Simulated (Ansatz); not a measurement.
The starting structures come from a database of crystals and need not be the phases stable at ambient conditions.

 Where the default PAW files enter, the runs use the earlier of Ansatz's two default sets.

Given:

```xyz
6
Lattice="5.9366 0.0000 0.0000 0.0000 5.9366 0.0000 2.9683 -2.9683 4.7857" Properties=species:S:1:pos:R:3 pbc="T T T"
Ge     2.9683     0.0000     2.3928
Ge     0.0000     0.0000     0.0000
Se     4.3810     1.4842     3.5892
Se     4.4525     4.5239     1.1964
Se     7.4923    -1.4842     3.5892
Se     1.4842     1.4127     1.1964
```

Space group of this cell: I-42d. The cell is taken as given; by LDA its mean pressure is -1.8 GPa.

Transport runs along the normal of the first two printed cell vectors, the (001) plane of the conventional cell.

The gap is the functional's own, uncorrected, and κ follows it; spin-orbit coupling is left out. Mid-gap values are interpolated between the computed energies.

Task: Predict the band gap and the smallest decay constant κ at mid-gap from LDA run with Ansatz (an electronic-structure program).

Result: Gap 1.52 eV on a 6×6×6 mesh; κ = 0.150 1/Å, at the zone centre.
